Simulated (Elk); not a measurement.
Band structure of Ti (P6_3/mmc, 2 atoms in the cell).

```
Ti
1.0
    1.47500    -2.55477     0.00000
    1.47500     2.55477     0.00000
    0.00000     0.00000     4.68000
Ti
2
Cartesian
  1.47500   0.85159   1.17000
  1.47500  -0.85159   3.51000
```

Method of the run: PBE, all-electron FP-LAPW, Elk's shipped species files, default APW+lo basis in Elk.

Settings: xctype = 20; swidth = 0.00367493 Ha; ngridk = 13 13 7; maxscl = 100.

The starting cell has typed, rounded lattice constants, without a prior relaxation at this level. Spin polarisation is off. Values depend on the basis (sphere radii, cutoffs, local orbitals), which need not be converged.

Levels in eV from the Fermi level, bands 9 to 16:
```tsv
point	9	10	11	12	13	14	15	16
Γ	-6.16	-2.64	0.72	0.81	0.81	0.90	1.28	1.28
M	-2.31	-2.10	-1.79	-0.62	0.52	0.64	1.17	3.37
K	-1.62	-1.35	-1.35	-1.28	0.25	0.25	1.50	3.09
A	-4.33	-4.33	0.09	0.09	0.69	0.69	0.69	0.69
L	-2.49	-2.49	-0.77	-0.77	1.30	1.30	1.78	1.78
H	-1.21	-1.21	-1.04	-1.04	-0.21	-0.21	1.68	1.68
```

Bands cross the Fermi level along this path, so the cell is metallic at this level.
